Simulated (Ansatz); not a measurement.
Worked calculations on one periodic cell of amorphous Hf18O37K2: Hf18O37K2, 57 atoms, volume 764.2 Å³, made by a melt-quench on the CHGNet potential and relaxed with DFT. O atoms were pushed apart under 1.9 Å during the dynamics, to hinder bonds among them. It is a model cell: composition and starting density were chosen by hand, and all elements were melted together. Level of theory: PBE, scalar-relativistic without spin-orbit coupling (plane waves to 420 eV, PAW; Ansatz, an electronic-structure program). Sampling: a 2×2×2 Γ-centred mesh; Fermi-Dirac width 0.02 eV; no spin polarisation. Its volume was held where the quench left it, its shape was free, and it stands at a mean pressure of 0.8 GPa with stress components up to 0.8 GPa; the relaxation ran on the zone centre alone. Its density went from a set 8.44 to 8.44 g/cm³. The cell is small and was quenched far faster than a real film, so it is one sample of the glass.

Four energies for an added electron at PBE on the zone centre alone (charged cells in a uniform background, spin-polarised): neutral at the neutral geometry -307146.686 eV; charged at the neutral geometry -307131.397 eV; charged and relaxed -307131.663 eV; neutral at the charged geometry -307146.098 eV.

Task: Find the two relaxation energies and their sum, the reorganisation energy.

Result: On charging: -307131.397 − (-307131.663) = 0.266 eV. On discharging: -307146.098 − (-307146.686) = 0.588 eV. The sum is 0.854 eV. The carrier's level spreads over 12 of the 57 atoms' worth, so it counts as partly localised, most on one Hf atom with neighbours O 1.94 Å, O 2.07 Å, O 2.09 Å, O 2.16 Å, O 2.17 Å, O 2.29 Å (neutral geometry). The values are uncorrected: the image energy of a point charge in this cell, 2.84 × 14.40 / (2 × 9.1) = 2.2 eV before screening, is screened by electrons alone at the fixed geometry and by ions too after relaxing, and the carrier can be spread before it relaxes, so each term can be off by up to that value times 1/ε∞, some tenths of an eV. PBE's self-interaction favours spread-out carriers, so a hybrid can localise more.

Four energies for a hole at PBE on the zone centre alone (charged cells in a uniform background, spin-polarised): neutral at the neutral geometry -307146.686 eV; charged at the neutral geometry -307157.996 eV; charged and relaxed -307158.132 eV; neutral at the charged geometry -307146.498 eV.

Task: Find the two relaxation energies and their sum, the reorganisation energy.

Result: On charging: -307157.996 − (-307158.132) = 0.136 eV. On discharging: -307146.498 − (-307146.686) = 0.188 eV. The sum is 0.324 eV. The carrier's level spreads over 10 of the 57 atoms' worth, so it counts as partly localised, most on one O atom with neighbours Hf 2.16 Å, Hf 2.22 Å, Hf 2.32 Å (neutral geometry). The values are uncorrected: the image energy of a point charge in this cell, 2.84 × 14.40 / (2 × 9.1) = 2.2 eV before screening, is screened by electrons alone at the fixed geometry and by ions too after relaxing, and the carrier can be spread before it relaxes, so each term can be off by up to that value times 1/ε∞, some tenths of an eV. PBE's self-interaction favours spread-out carriers, so a hybrid can localise more.
